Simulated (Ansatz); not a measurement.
# MoSi2: uniaxial strain ε_zz = −3.00 %

Base system: MoSi2 (space group I4/mmm, No. 139; a = 3.190 Å, c = 7.822 Å; relaxed with 0.1 eV smearing). Axes: x, y, z lie along a, b, c of the conventional cell.

Perturbation: the cell is compressed by 3.00 % along z with no lateral relaxation, atoms relaxed at fixed cell.

The values are results of PBEsol in Ansatz (plane waves to 420 eV, PAW, without spin-orbit coupling), not measurements. Γ-centred 25×25×25 mesh, Fermi–Dirac width 0.1 eV.

```tsv
quantity	base	changed	shift
volume per atom	13.27 Å³	12.87 Å³	-0.40 Å³
space group	I4/mmm (No. 139)	I4/mmm (No. 139)	–
shortest interatomic distance	2.580 Å	2.511 Å	-0.0698 Å
energy relative to the base (free energy F)	0 meV/atom	+21 meV/atom	+21 meV/atom
pressure (mean of the normal stresses, compression positive)	0.0 GPa	8.1 GPa	+8.1 GPa
band gap	zero	zero	–
stress (xx, yy, zz, yz, xz, xy; compression positive)	–	(3.1, 3.1, 17.9, 0.0, 0.0, 0.0) GPa	–
```

Whether these cells are dynamically stable was not tested. The final runs are not spin-polarised.

Ansatz is a quantum-chemistry and plane-wave program.
